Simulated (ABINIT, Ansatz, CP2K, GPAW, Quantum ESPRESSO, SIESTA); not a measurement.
Ge₃Rh (I4/mmm, 4 atoms in the cell) computed with different codes at matched settings

Self-consistent single point.

```yaml
crystal:
  lattice:
    - [-2.12256, 2.12256, 3.73766]
    - [2.12256, -2.12256, 3.73766]
    - [2.12256, 2.12256, -3.73766]
  atoms:
    - { symbol: Ge, position: [0.75000, 0.25000, 0.50000] }
    - { symbol: Ge, position: [0.25000, 0.75000, 0.50000] }
    - { symbol: Ge, position: [0.50000, 0.50000, 0.00000] }
    - { symbol: Rh, position: [0.00000, 0.00000, 0.00000] }
```

Shared settings, as Ansatz (a first-principles code) writes them: kpoints.mp_grid.grid = 8 8 8; scf.occupations.method = gaussian; scf.occupations.width = 0.05 eV. Potentials and cutoffs stand in the table.

| code | model | pressure (GPa) | cutoff |
|---|---|---|---|
| Ansatz | PBEsol, PAW files made with PBE | -6.00 | default |
| GPAW | PBEsol, GPAW PAW datasets PBEsol (made by gpaw-setup) | -5.65 | 550 eV |
| Quantum ESPRESSO | PBEsol, PSlibrary ultrasoft (PBE) pseudopotentials | -5.44 | 60 Ry |
| CP2K | PBEsol, GPW, TZVP-MOLOPT-SR-GTH basis, GTH-PBE potentials (GTH_POTENTIALS) | -2.52 | grid 500 Ry |
| SIESTA | GGA PBEsol, numerical atomic orbitals DZP, PseudoDojo PBEsol standard norm-conserving potentials (rewritten from UPF to PSML) | -3.00 | grid 400 Ry |
| ABINIT | PBEsol, norm-conserving pseudopotentials (PseudoDojo nc-sr-04 PBEsol standard) | -5.90 | 44 Ha |

On Ansatz's run: spin polarisation is off.

The spread over the programs that give each value: pressure within 3.48 GPa.

CP2K and SIESTA use small atom-centred bases, whose incompleteness enters pressures, forces and empty levels differently from a plane-wave cutoff. Ansatz's pressure is given at a fixed set of plane waves, as the other plane-wave codes print theirs; with its correction for the finite basis it is -5.96 GPa. In the pressure, CP2K (by 3.25) and SIESTA (by 2.78) lie more than 1 GPa from the median of the plane-wave programs.

The starting cell comes from a database of computed structures (which also holds hypothetical and non-ambient phases and stackings), without a prior relaxation at this level.

Left out of this page: Elk (not drawn, or without a comparable value); FLEUR (with a known weakness of the program).

Keys are those of Ansatz 0.2.
